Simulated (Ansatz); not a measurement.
The starting structures come from a database of crystals and need not be the phases stable at ambient conditions.

 Where the default PAW files enter, the runs use the earlier of Ansatz's two default sets.

By PBEsol, the system below comes out a metal.

Crystal: YSi2 (P6/mmm, not sure to be the ambient phase, 3 atoms a cell, 19.1 Å³ an atom, -2 GPa at this level); planes in its conventional cell.

Method: PBEsol (plane waves, PAW; Ansatz, an electronic-structure program).

Ballistic conductance counts the channels of both spins, as a mean over 0.1 eV about the Fermi level; spin-orbit coupling is left out.

```csv
plane,area (Å²),G/A (10¹⁵ S/m²)
(001),14.4,0.70
(110),28.2,?
(100),16.3,?
(111),31.6,?
```

Question: Complete the blanks.

Answer: 
- (110), G/A (10¹⁵ S/m²): 1.1
- (100), G/A (10¹⁵ S/m²): 1.0
- (111), G/A (10¹⁵ S/m²): 1.00
